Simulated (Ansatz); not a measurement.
System: SnBr4 (P2₁/c, No. 14). Method: PBE0 (PAW; Ansatz, a program for electronic structure).

Settings: plane-wave cutoff 500 eV, 2×4×2 k mesh (along the axes of the cell as run), gaussian smearing 0.02 eV, scalar-relativistic PAW data made under PBE.

Cell (relaxed with r²SCAN):

```yaml
crystal:
  lattice:
    - [10.61879, 0.00000, 0.08585]
    - [0.00000, 7.13053, 0.00000]
    - [-2.42580, 0.00000, 10.47034]
  atoms:
    - { symbol: Br, position: [0.06134, 0.57330, 0.18528] }
    - { symbol: Br, position: [0.93866, 0.07330, 0.31472] }
    - { symbol: Br, position: [0.93866, 0.42670, 0.81472] }
    - { symbol: Br, position: [0.06134, 0.92670, 0.68528] }
    - { symbol: Br, position: [0.42990, 0.41592, 0.30544] }
    - { symbol: Br, position: [0.57010, 0.91592, 0.19456] }
    - { symbol: Br, position: [0.57010, 0.58408, 0.69456] }
    - { symbol: Br, position: [0.42990, 0.08408, 0.80544] }
    - { symbol: Br, position: [0.19229, 0.41325, 0.54822] }
    - { symbol: Br, position: [0.80771, 0.91325, 0.95178] }
    - { symbol: Br, position: [0.80771, 0.58675, 0.45178] }
    - { symbol: Br, position: [0.19229, 0.08675, 0.04822] }
    - { symbol: Sn, position: [0.24790, 0.57740, 0.36667] }
    - { symbol: Sn, position: [0.75210, 0.07740, 0.13333] }
    - { symbol: Sn, position: [0.75210, 0.42260, 0.63333] }
    - { symbol: Sn, position: [0.24790, 0.92260, 0.86667] }
    - { symbol: Br, position: [0.31054, 0.90245, 0.42593] }
    - { symbol: Br, position: [0.68946, 0.40245, 0.07407] }
    - { symbol: Br, position: [0.68946, 0.09755, 0.57407] }
    - { symbol: Br, position: [0.31054, 0.59755, 0.92593] }
```

### Question
Estimate the band gap that the calculation returns.

### Answer

- band gap = 4.59 eV (on the SCF k mesh)

Note: cell and atoms aren't relaxed at this level (largest force component 0.15 eV/Å).

Spin–orbit coupling is not included.

The computed numbers hold no vibrational or temperature effects.
